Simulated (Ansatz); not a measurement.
Given:

```
PbS
1.0
    0.00000     2.97243     2.97243
    2.97243     0.00000     2.97243
    2.97243     2.97243     0.00000
Pb S
1 1
Direct
  0.00000   0.00000   0.00000
  0.50000   0.50000   0.50000
```

No spin polarisation.

Calculations: Kohn–Sham DFT with the r2SCAN functional, run in Ansatz (an electronic-structure program) with PAW and 500 eV plane waves, no SOC. Γ-centred 10×10×10 mesh, Fermi–Dirac width 0.05 eV.

Predict the gap character, width of the top valence band, pressure and band gap.

The gap character is direct at L and the width of the top valence band is 3.58 eV. The pressure comes out as 0.89 GPa and the band gap is 0.64 eV.

With Pb present, leaving out spin-orbit coupling can change the band edges. The cells carry an imposed strain or load. No phonon test of stability was made. The cell was made from PbS in the rock salt structure (space group Fm-3m, No. 225) by this change: isotropic strain −0.50 %.
